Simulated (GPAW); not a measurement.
A self-consistent single point of MgAu (P1, 2 atoms in the cell) with GPAW.

Level of theory: PBEsol, GPAW PAW datasets PBEsol (made by gpaw-setup) (plane waves; GPAW 25.7.0).

The change in words: atoms moved at random. Reference geometry:
```
MgAu
1.0
    3.23851     0.00000     0.00000
    0.00000     3.23851     0.00000
    0.00000     0.00000     3.23851
Mg Au
1 1
Direct
  0.50000   0.50000   0.50000
  0.00000   0.00000   0.00000
```

Reference input (self-consistent single point, DFT PBEsol, plane waves, GPAW PAW datasets PBEsol (made by gpaw-setup)): mode = pw; ecut = 850 eV; xc = PBEsol; kpts = 7 7 7; mesh shift (steps) = 0 0 0; occupations.name = methfessel-paxton; occupations.width = 0.1 eV; occupations.order = 0; nbands = -6; symmetry.symmorphic = false; symmetry.tolerance = 0.0005; maxiter = 120. This run's input differs from it in these lines:

```diff
@@ -8,4 +8,4 @@
                     [0.000000, 0.000000, 3.238513]],
-              scaled_positions=[[0.500000, 0.500000, 0.500000],
-                                [0.000000, 0.000000, 0.000000]],
+              scaled_positions=[[0.504777, 0.505959, 0.508661],
+                                [-0.004777, -0.005959, -0.008661]],
               pbc=True)
```

Output (repeated stretches shortened):

```
     iter     time        total  log10-change:
                         energy   eigst   dens
iter:   1 --:--:--    -7.710502
iter:   2 --:--:--    -7.534627   -1.00  -1.34
iter:   3 --:--:--    -7.184864   -0.76  -1.37
iter:   4 --:--:--    -7.031391   -2.59  -1.74
iter:   5 --:--:--    -7.316529   -1.06  -1.90
iter:   6 --:--:--    -6.945613   -1.64  -1.57
iter:   7 --:--:--    -6.973131   -3.30  -2.31
iter:   8 --:--:--    -6.949701   -3.23  -2.07
iter:   9 --:--:--    -6.938024   -2.86  -2.31
iter:  10 --:--:--    -6.938067   -4.45  -3.42
iter:  11 --:--:--    -6.938032c  -6.36  -3.51
iter:  12 --:--:--    -6.937998c  -5.85  -3.54
iter:  13 --:--:--    -6.937957c  -5.51  -3.67
iter:  14 --:--:--    -6.937960c  -7.32  -4.31c
iter:  15 --:--:--    -6.937956c  -6.56  -4.20c
iter:  16 --:--:--    -6.937957c  -7.92c -4.37c
Converged after 16 iterations.

Dipole moment: (0.299205, 0.373101, 0.541648) |e|*Ang

Energy contributions relative to reference atoms: (reference = -521893.341054)

Kinetic:        -15.004248
Potential:      +14.166013
External:        +0.000000
XC:              -6.260526
Entropy (-ST):   -0.003812
Local:           +0.162711
SIC:             +0.000000
--------------------------
Free energy:     -6.939863
Extrapolated:    -6.937957

Showing only first 2 kpts
 Kpt  Band  Eigenvalues  Occupancy
  0     8      3.72972    2.00000
  0     9      3.72990    2.00000
  0    10     13.35414    0.00000
  0    11     13.35723    0.00000

  1     8      3.57948    2.00000
  1     9      3.74434    2.00000
  1    10     11.16674    0.00000
  1    11     13.80008    0.00000

Fermi level: 7.89801

No gap
No difference between direct/indirect transitions
Energy (eV): -6.937957

Forces in eV/Ang:
  0 Mg   -0.11609   -0.14457   -0.20899
  1 Au    0.11436    0.14241    0.20588

Stress tensor:
    -0.010938    -0.000535    -0.000773
    -0.000535    -0.010833    -0.000963
    -0.000773    -0.000963    -0.010510
Stress (GPa, Voigt): [-1.7524 -1.7356 -1.6839 -0.1543 -0.1239 -0.0857]
```

The run converged in 16 iterations. GPAW prints stress with tension positive. Against the reference run the free energy goes up by 5.2 meV/atom, the pressure goes from 1.56 to 1.72 GPa and the largest force goes from 0.000 to 0.279 eV/Å.

The starting cell comes from a database of computed structures (which also holds hypothetical and non-ambient phases and stackings), without a prior relaxation at this level. Its lattice was rescaled by a random factor within 2.5 % of one. For this run, on top of that: atoms moved at random.

Cost on one core of a shared machine: roughly 50 s.
